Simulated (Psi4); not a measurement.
Psi4 1.11, M06-L/def2-svp: W(OH)5(SiH3) ([OH][W]([OH])([OH])([OH])([OH])[SiH3]), 15 atoms. The geometry is a generated start, not checked to be a minimum at this level.

```yaml
task: gradient
method: m06-l
basis: def2-svp
memory: 7 GB
scf_type: df (default)
guess: auto, which took SAD (default)
diis_max_vecs: 10 (default)
scf_initial_accelerator: adiis (default)
e_convergence: 1e-08 (default)
d_convergence: 1e-08 (default)
effective_core_potentials: those of the basis set, past Kr
basis functions (reference run): 160
grid points (reference run): 2729191
```

```xyz
15

W     -0.2132     0.0467    -0.2969
O      1.1944    -0.2957    -1.5060
H      1.7533    -0.3137    -2.2924
O     -1.7173     0.4056     0.7949
H     -2.6522     0.6494     0.7559
O     -1.4482     0.3452    -1.7969
H     -1.5854     0.2348    -2.7408
O     -0.6425    -1.7935    -0.3299
H     -1.1356    -2.5787    -0.6039
O      0.2034     1.8975    -0.3678
H     -0.0384     2.7600    -0.7300
Si     1.2135    -0.2590     1.7599
H      1.6908     0.8632     2.6390
H      2.5808    -0.8892     1.7602
H      0.7966    -1.0728     2.9547
```

Yardstick: the run with dft_radial_points = 200, dft_spherical_points = 974, dft_pruning_scheme = none (default), which is not proven converged either. One run each, on a shared machine, so no times are given.

Settings tried, all else as in the reference:
- dft_radial_points = 50, dft_spherical_points = 194
- dft_radial_points = 75 (default), dft_spherical_points = 302 (default)
- dft_radial_points = 35, dft_spherical_points = 110
- dft_radial_points = 99, dft_spherical_points = 590, dft_pruning_scheme = robust
- dft_radial_points = 75 (default), dft_spherical_points = 302 (default), dft_pruning_scheme = treutler
- dft_radial_points = 25, dft_spherical_points = 50
- dft_radial_points = 75 (default), dft_spherical_points = 302 (default), dft_pruning_scheme = robust
- dft_radial_points = 75 (default), dft_spherical_points = 434
- dft_radial_points = 99, dft_spherical_points = 590
- dft_radial_points = 150, dft_spherical_points = 770
- dft_radial_points = 99, dft_spherical_points = 590, dft_pruning_scheme = treutler

Which of these stay within 1.0 meV/atom in energy, 10 meV/Å in forces (largest component) of the reference run?

Within it: dft_radial_points = 150, dft_spherical_points = 770. At the edge (between 0.75 and 1.33 times the tolerance): dft_radial_points = 99, dft_spherical_points = 590; dft_radial_points = 99, dft_spherical_points = 590, dft_pruning_scheme = robust. Outside: dft_radial_points = 75 (default), dft_spherical_points = 434; dft_radial_points = 75 (default), dft_spherical_points = 302 (default), dft_pruning_scheme = robust; dft_radial_points = 75 (default), dft_spherical_points = 302 (default); dft_radial_points = 99, dft_spherical_points = 590, dft_pruning_scheme = treutler; dft_radial_points = 75 (default), dft_spherical_points = 302 (default), dft_pruning_scheme = treutler; dft_radial_points = 50, dft_spherical_points = 194; dft_radial_points = 35, dft_spherical_points = 110; dft_radial_points = 25, dft_spherical_points = 50.

```
setting                                                                                                grid points  energy against the reference  difference in forces (largest component)
-----------------------------------------------------------------------------------------------------  -----------  ----------------------------  ----------------------------------------
the reference                                                                                              2729191                             —                                         —
dft_radial_points = 150, dft_spherical_points = 770                                                        1626387              +0.0038 meV/atom                                 2.0 meV/Å
dft_radial_points = 99, dft_spherical_points = 590                                                          826486                −0.34 meV/atom                                  12 meV/Å
dft_radial_points = 99, dft_spherical_points = 590, dft_pruning_scheme = robust                             595028                −0.34 meV/atom                                  12 meV/Å
dft_radial_points = 75 (default), dft_spherical_points = 434                                                462525                 +4.2 meV/atom                                  26 meV/Å
dft_radial_points = 75 (default), dft_spherical_points = 302 (default), dft_pruning_scheme = robust         227826                 +4.1 meV/atom                                  43 meV/Å
dft_radial_points = 75 (default), dft_spherical_points = 302 (default)                                      322086                 +4.1 meV/atom                                  43 meV/Å
dft_radial_points = 99, dft_spherical_points = 590, dft_pruning_scheme = treutler                           457604               +0.024 meV/atom                                  49 meV/Å
dft_radial_points = 75 (default), dft_spherical_points = 302 (default), dft_pruning_scheme = treutler       187170                 +4.4 meV/atom                                  51 meV/Å
dft_radial_points = 50, dft_spherical_points = 194                                                          140069                  +13 meV/atom                                  72 meV/Å
dft_radial_points = 35, dft_spherical_points = 110                                                           55748                  −54 meV/atom                                 290 meV/Å
dft_radial_points = 25, dft_spherical_points = 50                                                            18139                  −23 meV/atom                                 850 meV/Å
```

Total energies are compared; such shifts often cancel in part in energy differences. The gradients leave out the derivatives of the grid weights. No test of the SCF solution's stability was run. The tolerance is a choice made for this comparison.
